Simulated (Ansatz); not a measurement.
## rock-salt TiN (1 1 1) on Si0.875Ge0.125, ordered (1 1 1), P on 2 of 4 substrate sites at each interface (film strained to the substrate, started from cuts of the bulks and a machine-learned relaxation; slabs Ge4Si32P4 and N28Ti28, which can lie off the formulas)

A periodic stack without vacuum, rock-salt TiN (1 1 1) on Si0.875Ge0.125, ordered (1 1 1), P on 2 of 4 substrate sites at each interface (film strained to the substrate, started from cuts of the bulks and a machine-learned relaxation; slabs Ge4Si32P4 and N28Ti28, which can lie off the formulas): substrate slab Ge4Si32P4, film N28Ti28, surface cells [[1, -1], [0, 1]] and [[-2, 3], [-1, -2]], film strained by -2.1 and -2.1 %, outermost planes Si/GeSi and N/Ti as cut, which need not be the usual terminations and can put a slab off its formula.

The start was prepared with a machine-learned potential, and the result is one local minimum, with the in-plane cell held and forces under 0.04 eV/Å; the film can end far from its bulk form.

Level of theory: PBE (plane waves to 420 eV, PAW; Ansatz, an electronic-structure program). No spin–orbit coupling; the runs are not spin-polarised; PBE gaps are too small against experiment. Its k-point mesh 4×4×1, Fermi–Dirac width 0.05 eV.

The interface area is 52.4 Å² and the period is 25.31 Å. The heights between the nearest atoms of the two slabs at the two interfaces is 1.57 and 1.82 Å, the Si–Ti contacts across the interfaces within 1.22 times the sum of covalent radii is 17, mean 2.88 Å and the P–Ti contacts across the interfaces within 1.22 times the sum of covalent radii is 9, mean 2.74 Å. The Ge–Ti contacts across the interfaces within 1.22 times the sum of covalent radii is 3, mean 2.83 Å and the N–Si contacts across the interfaces within 1.22 times the sum of covalent radii comes out as 3, mean 1.81 Å.

```
CELL_PARAMETERS angstrom
      7.77597     0.00140     0.20568
     -3.88675     6.73517    -0.19651
      0.36811    -3.17067    25.37037
ATOMIC_POSITIONS crystal
  Ge 0.05282 0.91494 0.05355
  Si 0.41914 0.41252 0.05502
  P  0.21557 0.66430 0.03933
  P  0.89946 0.13541 0.04246
  Si 0.56450 0.86646 0.05534
  Si 0.96443 0.43947 0.08084
  Si 0.76316 0.53493 0.04534
  Si 0.45196 0.11159 0.04570
  Ge 0.68735 0.30102 0.18226
  Si 0.22292 0.82266 0.18517
  Si 0.04492 0.96045 0.15142
  Si 0.52011 0.46321 0.14757
  Si 0.20669 0.30606 0.18663
  Si 0.71582 0.80759 0.18457
  Si 0.54745 0.94673 0.14899
  Si 0.03912 0.47309 0.16818
  Ge 0.39158 0.70840 0.30967
  Si 0.88865 0.21196 0.31078
  Si 0.71308 0.35571 0.27826
  Si 0.22425 0.86778 0.27885
  Si 0.89255 0.70466 0.30908
  Si 0.39293 0.21105 0.31215
  Si 0.21718 0.35251 0.28016
  Si 0.72866 0.86136 0.27922
  Ge 0.07102 0.10216 0.42743
  Si 0.56926 0.60713 0.43522
  Si 0.39460 0.75435 0.40543
  Si 0.90480 0.27600 0.40577
  Si 0.57523 0.10213 0.43566
  Si 0.07723 0.62473 0.44520
  Si 0.89860 0.74516 0.40313
  Si 0.41228 0.26051 0.40461
  P  0.73742 0.48705 0.55022
  P  0.28036 0.04971 0.55951
  Si 0.08629 0.15318 0.52065
  Si 0.56398 0.63710 0.52923
  Si 0.22652 0.48942 0.56127
  Si 0.77737 0.98160 0.56072
  Si 0.60360 0.14716 0.52987
  Si 0.07944 0.68826 0.55035
  N  0.57165 0.58522 0.63000
  N  0.72624 0.28439 0.62913
  N  0.86426 0.01352 0.62569
  N  0.16516 0.44558 0.62703
  N  0.29615 0.14353 0.62364
  N  0.44225 0.87007 0.63105
  N  0.03319 0.73798 0.62340
  N  0.69284 0.10751 0.72150
  N  0.83376 0.81824 0.71898
  N  0.97655 0.53791 0.71950
  N  0.26285 0.96580 0.72075
  N  0.40561 0.67853 0.72188
  N  0.54990 0.39249 0.71991
  N  0.11985 0.24943 0.71944
  N  0.79895 0.63449 0.81891
  N  0.94236 0.34884 0.81890
  N  0.08424 0.06250 0.81867
  N  0.37204 0.49216 0.81862
  N  0.51465 0.20706 0.81879
  N  0.65556 0.91981 0.81876
  N  0.22771 0.77720 0.81856
  N  0.90841 0.16169 0.91747
  N  0.04853 0.87517 0.91642
  N  0.19139 0.58781 0.91695
  N  0.47711 0.01978 0.91582
  N  0.62208 0.73453 0.91736
  N  0.76786 0.44931 0.91585
  N  0.33426 0.30668 0.91754
  Ti 0.63166 0.83808 0.66926
  Ti 0.77934 0.55005 0.65479
  Ti 0.92539 0.27713 0.66908
  Ti 0.21590 0.70941 0.67080
  Ti 0.35748 0.41558 0.66980
  Ti 0.50206 0.12698 0.66966
  Ti 0.06216 0.98315 0.67030
  Ti 0.74537 0.37452 0.76854
  Ti 0.88924 0.08861 0.76912
  Ti 0.02793 0.79519 0.76820
  Ti 0.31200 0.22376 0.76926
  Ti 0.45811 0.94314 0.76961
  Ti 0.60826 0.65789 0.76831
  Ti 0.17509 0.50903 0.76931
  Ti 0.85440 0.89914 0.86772
  Ti 0.99503 0.61164 0.86695
  Ti 0.14072 0.32752 0.86893
  Ti 0.42491 0.75493 0.86823
  Ti 0.56591 0.47103 0.86799
  Ti 0.71217 0.18444 0.86780
  Ti 0.28173 0.04224 0.86806
  Ti 0.96042 0.42158 0.96628
  Ti 0.10361 0.13634 0.96538
  Ti 0.24296 0.85162 0.96288
  Ti 0.53394 0.28661 0.96216
  Ti 0.66677 0.99389 0.96333
  Ti 0.81923 0.70957 0.96301
  Ti 0.39266 0.57246 0.96741
```
